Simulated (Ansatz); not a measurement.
L1₂ (Cu3Au-type) Pt₃Ti was calculated with PBE-D3(BJ) (PAW; Ansatz, an electronic-structure program).

Run with plane-wave cutoff 520 eV, 10×10×10 k mesh, Fermi–Dirac smearing 0.1 eV, perturbation theory, no spin polarisation, scalar-relativistic PAW data made under PBE.

Computed at the level's own relaxed cell.

Space group Pm-3m (No. 221); a = 3.9041 Å, b = 3.9041 Å, c = 3.9041 Å, α = 90.00°, β = 90.00°, γ = 90.00°

| atom | site | symmetry | x | y | z |
|---|---|---|---|---|---|
| Ti | 1a | m-3m | 0.0000 | 0.0000 | 0.0000 |
| Pt | 3c | 4/mm.m | 0.0000 | 0.5000 | 0.5000 |

Harmonic phonon frequencies (cm⁻¹; i marks an imaginary mode):

```json
[
 {"q point": "Γ", "frequencies": "0 0 0 110 110 110 169 169 169 186 186 186"},
 {"q point": "X", "frequencies": "91 91 104 104 117 141 155 169 169 199 199 270"},
 {"q point": "M", "frequencies": "73 115 115 115 117 117 151 172 189 223 223 223"},
 {"q point": "R", "frequencies": "67 67 67 118 118 136 136 136 189 189 189 218"}
]
```

No imaginary mode appears at these points.

Note: the dispersion coefficients are held fixed in the derivatives.
